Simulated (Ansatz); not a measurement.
A self-consistent single point of Ag3Au (I4mm, 4 atoms in the cell) with Ansatz (a quantum-chemistry and plane-wave program).

Method of the run: PBEsol, default PAW files made with PBE (plane waves; Ansatz).

The change in words: lattice scaled by 0.98; basis.ecutwfc: 420 eV → 380 eV. Reference geometry:
```
CELL_PARAMETERS angstrom
     -2.05332     2.05332     4.08531
      2.05332    -2.05332     4.08531
      2.05332     2.05332    -4.08531
ATOMIC_POSITIONS crystal
  Ag 0.75000 0.25000 0.50000
  Ag 0.25000 0.75000 0.50000
  Ag 0.50612 0.50612 0.00000
  Au 0.00000 0.00000 0.00000
```

Reference input (self-consistent single point, DFT, PBEsol, plane waves, default PAW files made with PBE): basis.ecutwfc = 420 eV; kpoints.mp_grid.grid = 8 8 8; hamiltonian.xc = pbesol; hamiltonian.pseudopotentials = {kind: paw} (the program's default PAW files); scf.occupations.method = gaussian; scf.occupations.width = 0.1 eV. This run's input differs from it in these lines:

Ansatz 0.2 input:
```diff
@@ -3,5 +3,5 @@
   lattice:
-    - [-2.053322, 2.053322, 4.085307]
-    - [2.053322, -2.053322, 4.085307]
-    - [2.053322, 2.053322, -4.085307]
+    - [-2.012256, 2.012256, 4.003601]
+    - [2.012256, -2.012256, 4.003601]
+    - [2.012256, 2.012256, -4.003601]
   atoms:
@@ -12,3 +12,3 @@
 basis:
-  ecutwfc: 420.0
+  ecutwfc: 380.0
 kpoints:
```

Log, with long lists cut:

```
SCF iter   1: F=—  HF=-35573.996950 eV  |F-HF|=—  |Δ(HF+E_count)|=         —  Δρ=9.52e-3  dr2=5.48e-2  ethr=1.77e-3  ⟨swp⟩=5.8  Hψ=8703  notcnv=0  defer=59
all-band conjugate gradients solve this SCF's bands
preconditioner: auto → Kerker (q_TF=auto, 2.801 Å⁻¹)
SCF iter   2: F=—  HF=-35573.983547 eV  |F-HF|=—  |Δ(HF+E_count)|=   1.34e-2  Δρ=2.72e-3  dr2=4.20e-3  ethr=7.21e-5  ⟨swp⟩=2.7  Hψ=5064  notcnv=0  defer=76
   [... lines left out ...]
SCF iter   4: F=—  HF=-35573.982349 eV  |F-HF|=—  |Δ(HF+E_count)|=   5.56e-5  Δρ=1.69e-4  dr2=1.09e-5  ethr=4.96e-7  ⟨swp⟩=2.8  Hψ=5052  notcnv=0  defer=76
SCF iter   5: F=—  HF=-35573.982340 eV  |F-HF|=—  |Δ(HF+E_count)|=   9.11e-6  Δρ=4.87e-5  dr2=1.16e-6  ethr=1.44e-8  ⟨swp⟩=2.5  Hψ=4770  notcnv=0  defer=76
SCF iter   6: F=—  HF=-35573.982340 eV  |F-HF|=—  |Δ(HF+E_count)|=   4.35e-8  Δρ=1.78e-5  dr2=2.31e-7  ethr=1.53e-9  ⟨swp⟩=2.3  Hψ=4512  notcnv=0  defer=76
SCF iter   7: F=-35573.982340 eV  HF=-35573.982340 eV  |F-HF|=1.88e-8  |Δ(HF+E_count)|=   3.81e-8  Δρ=7.58e-6  dr2=2.96e-8  ethr=1.32e-10  ⟨swp⟩=8.7  Hψ=10868  notcnv=0
SCF 1 converged in 7 iterations: F = -35573.982340 eV  dr2 = 2.96e-8
Free energy (F): -35573.982340 eV
Internal energy: -35573.977784 eV  (E = F + TS)
E sigma→0 (E₀):  -35573.980062 eV
Entropy (-TS):   -0.004556 eV (-1.139 meV/atom)
Fermi energy:    19.182881 eV
--- Forces (eV/Å), atoms counted from 1 ---
  atom   1  Ag     0.00000000    -0.00000000     0.17842067
  atom   2  Ag    -0.00000000    -0.00000000     0.17842067
  atom   3  Ag     0.00000000    -0.00000000    -0.31631166
  atom   4  Au    -0.00000000     0.00000000    -0.04052271
--- Stress (GPa, compression-positive) ---
        4.500219      -0.000000       0.000000
       -0.000000       4.500219      -0.000000
        0.000000       0.000000       4.734365
  P = ⅓ Tr σ = 4.5783 GPa (45.783 kbar)
  The stress holds the Pulay correction. Without it, at fixed plane waves, as pw.x and ABINIT print it: P = 4.5095 GPa
```

The run converged in 7 iterations. Against the reference run the free energy goes up by 2.3 meV/atom, the pressure goes from -3.48 to 4.58 GPa and the largest force goes from 0.236 to 0.316 eV/Å.

The starting cell comes from a database of computed structures (which also holds hypothetical and non-ambient phases and stackings), without a prior relaxation at this level. Its lattice was rescaled by up to half a per cent. One atom was moved a little off its site on purpose. For this run, on top of that: lattice scaled by 0.98. Ansatz's pressure includes its estimate of the finite-basis (Pulay) stress. The cutoff lies below the one recommended for these files.
